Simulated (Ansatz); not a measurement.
**ZnS: pressure series**

The reference is ZnS (space group R3m, No. 160; a = 3.7838 Å, c = 27.8997 Å (hexagonal axes)).

Cell and atoms are relaxed at each pressure.

Level of theory: PBEsol, PAW, 420 eV (Ansatz, a quantum-chemistry and plane-wave program; scalar-relativistic without spin-orbit coupling).

```
pressure (GPa)  band gap (eV)
--------------  -------------
0                        2.13
0.3                         ?
0.7                      2.17
1.5                      2.21
3                        2.29
5                        2.38
7.5                      2.48
```

### Question
Fit E_g = E₀ + αP + βP² to the rows shown and predict the withheld row.

### Answer
Least squares on the printed values gives E₀ = 2.13 eV, α = 57.0 meV/GPa, β = -1.4 meV/GPa² (largest residual 0.00 eV); this predicts 2.15 eV, and the run gives 2.15 eV, in agreement.

Load acts through the strain it causes; cell and atoms are relaxed under it. Stability against distortions was not tested. No other phases were tried under pressure. This is not the structure that ZnS has at room temperature and ambient pressure.
